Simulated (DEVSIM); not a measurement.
Device: Schottky contact on n-type GaP, at 350 K.

Layer 1 from the left is GaP, thickness (μm) 0.610, Nd (cm⁻³) 1.1e17, τn (s) 1.2e-7, τp (s) 1.2e-7. Layer 2 from the left is GaP, thickness (μm) 19.0, Nd (cm⁻³) 6e17, τn (s) 1.2e-7, τp (s) 1.2e-7.

Left contact: Schottky, work function 4.7 eV, emission velocity 7.7e6 cm/s. Right contact: ohmic. Voltage is applied to the left contact. Recombination: SRH at mid-gap, radiative. Mobility is μmin + (μ − μmin)/(1 + (N/Nref)^α).

The device is made up for the run: typed textbook-type constants, with dimensions and the other settings drawn at random. Values at 300 K; Nc and Nv go as T^1.5, mobilities as T to minus their exponent, the gap by Varshni's rule with the affinity fixed.

GaP: gap (eV) 2.26, affinity (eV) 3.8, permittivity 11.1, Nc (cm⁻³) 1.8e19, Nv (cm⁻³) 1.9e19, μn (cm²/Vs) 250, μp (cm²/Vs) 150, μn,min 10, μp,min 10, Nref,n 4.4e18, Nref,p 1e18, αn 0.8, αp 0.85, T exponent of μn 1.6, T exponent of μp 1.98, B (cm³/s) 1e-13, Varshni α (eV/K) 0.00058, Varshni β (K) 372.

Model (solved in DEVSIM): 1D drift-diffusion, Boltzmann statistics, complete ionisation; no tunnelling, impact ionisation, image-force lowering or self-heating. Metal contacts follow the ideal Schottky-Mott rule: no Fermi-level pinning, no interface dipoles.

Dark forward current:

| |V| (V) | |J| (A/cm²) |
|---|---|
| 0.05 | 1.023e-5 |
| 0.10 | 6.333e-5 |
| 0.15 | 0.0003389 |
| 0.20 | 0.001768 |
| 0.25 | 0.009160 |
| 0.30 | 0.04730 |
| 0.35 | 0.2433 |
| 0.40 | 1.241 |
| 0.45 | 6.174 |
| 0.50 | 28.17 |
| 0.55 | 101.1 |
| 0.60 | 253.0 |
| 0.65 | 470.8 |
| 0.70 | 729.8 |
| 0.75 | 1014 |
| 0.80 | 1314 |
| 0.85 | 1624 |
| 0.90 | 1943 |
| 0.95 | 2267 |

Work out the local ideality factor n = ΔV / (kT/q · ln(J2/J1)) between the rows 0.15 and 0.20 V, 0.90 and 0.95 V.

kT/q = 30.16 mV. From 0.15 to 0.20 V: ln(0.001768/0.0003389) = 1.652, n = 1.00, near the 1 of diffusion or emission over a barrier. From 0.90 to 0.95 V: ln(2267/1943) = 0.154, n = 10.75; the layers' resistance at their doping, Σ W/(qμN) = 0.00014 Ω cm², would take 45 mV of this step of 50 mV.

Estimate the current at 0.30 V for emission alone, J0 = q v N_band exp(−φB/kT), and read the barrier back from the simulated current.

φB = 0.900 eV, N_band = 2.27e19 cm⁻³, J0 = 3.07e-6 A/cm²; J = J0 (exp(qV/kT) − 1) = 0.0641 A/cm². The simulation gives 0.0473 A/cm²; the estimate lies 36 % above. Read backwards, the simulated current gives an apparent barrier of 0.909 eV. The estimate leaves out transport through the depletion region and minority injection.
